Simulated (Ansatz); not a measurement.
Defect: Pb vacancy in fcc Pb, neutral cell. All values below come from PBE, PAW (plane waves to 420 eV; Ansatz, a first-principles code).

Settings: 32 host sites, the relaxed PBE lattice, a 2×2×2 k-point mesh shifted by half a step, smearing 0.10 eV, spin-restricted, no image-charge correction. Static, classical nuclei. Spin-orbit coupling is left out. Forms of the defect that were not tried may lie lower.

Barriers: single points on a 3×3×3 k-point mesh shifted by half a step at the bands' geometries (they differ from the bands' own by up to 0.51 eV, and are uncertain by about as much).

The step: one Pb atom jumps into the vacancy from a nearby Pb site. Atoms about the jump, Cartesian Å from the middle of the jump, before and after:

```tsv
atom	x0	y0	z0	x1	y1	z1
Pb1	0.00	-1.21	1.22	0.00	1.21	-1.22
```

Task: Give the saddle-point geometry and the barrier.

Result: 
```csv
atom,x,y,z
Pb1,0.01,0.00,-0.02
```
It lies 0.67 eV above the start and 0.67 eV above the end. The saddle point's order was not checked, and it lies on a symmetry element of the cell, where a band can be held.
